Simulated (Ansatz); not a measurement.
Take PbI2 in the CdI2 type structure (space group P-3m1, No. 164) as the base.

```
CELL_PARAMETERS angstrom
      4.55901     0.00000     0.00000
     -2.27951     3.94822     0.00000
      0.00000     0.00000     6.97266
ATOMIC_POSITIONS crystal
  Pb 0.00000 0.00000 0.00000
  I  0.33333 0.66667 0.27094
  I  0.66667 0.33333 0.72906
```

Cartesian axes are those of the cell as printed.

Computed with DFT with PBE-D3(BJ), PAW potentials and a 420 eV plane-wave cutoff in Ansatz (a first-principles code), no SOC.

Strains are applied to the cell and any free atomic positions relax; under biaxial strain the out-of-plane vector relaxes too.

One change was made to it. Results:

The electron mass becomes 0.56 mₑ along k, 0.20 mₑ across (at A) (base: 1.0 mₑ along k, 0.23 mₑ across (at A)); the width of the top valence band grows by 1.065 eV, from 0.95 eV to 2.02 eV.

Problem. Name the change that was made.
A. biaxial strain +1.84 %, plane normal [001], relaxed out of plane
B. isotropic strain −5.67 %
C. biaxial strain −0.56 %, plane normal [001], relaxed out of plane
D. uniaxial strain ε_zz = +4.71 %

Solution. B, isotropic strain −5.67 %. For comparison, the electron mass in the other runs: uniaxial strain ε_zz = +4.71 % gives 1.2 mₑ along k, 0.24 mₑ across (at A); biaxial strain −0.56 %, plane normal [001], relaxed out of plane gives 0.98 mₑ along k, 0.23 mₑ across (at A); biaxial strain +1.84 %, plane normal [001], relaxed out of plane gives 1.2 mₑ along k, 0.24 mₑ across (at A).

With I and Pb present, leaving out spin-orbit coupling can change the band edges. The levels and masses belong to the bands next to the band gap. Masses are band curvatures over ±0.01 Å⁻¹ around the edge. Along k means along the line from Γ to the band edge. Stability against distortions was not tested.
